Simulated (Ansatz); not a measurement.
An Ansatz (an electronic-structure program) input (PBE-D3(BJ)/PAW in Ansatz, spin-orbit coupling left out):

Ansatz 0.2 input:
```yaml
crystal:
  lattice:
    - [3.6711724101, 0, 0]
    - [1.835586205, 3.1793285688, 0]
    - [0, 0, 5.6909993179]
  atoms:
    - { symbol: Zr, position: [0, 0, 0] }
    - { symbol: S, position: [0.3333333333, 0.3333333333, 0.2553391471] }
    - { symbol: S, position: [0.6666666667, 0.6666666667, 0.7446608529] }
basis: { ecutwfc: 420, ecutrho_ratio: 4, xc_grid: 2, fft_grid_basis: typed }
kpoints: { mp_grid: { grid: [10, 10, 6] } }
hamiltonian:
  xc: pbe
  dispersion: d3bj
  pseudopotentials: { kind: paw }
scf: { occupations: { method: fermi_dirac, width: 0.05 } }
relax: { f_tol: 0.005, max_steps: 50, cell: { stress_tol: 0.01, fix: [a, b, gamma] } }
output: { forces: true, stress: true }
checkpoint: { write: state.ck, write_every: 1000 }
```

Which symmetry and how many k-points will the program report, and about how many plane waves at Γ?

Space group P-3m1 (ITA 164) with 12 operations, k-points 72 of 600, and 1267 plane waves at Γ.

And the final pressure?

-1.03 GPa (compression positive).

The cells carry an imposed strain or load. No phonon test of stability was made. The cell was made from ZrS$_{2}$ in the CdI2 type structure (space group P-3m1, No. 164; layered, stacked along the Cartesian z axis) by this change: biaxial strain +1.00 %, plane normal [001], relaxed out of plane.
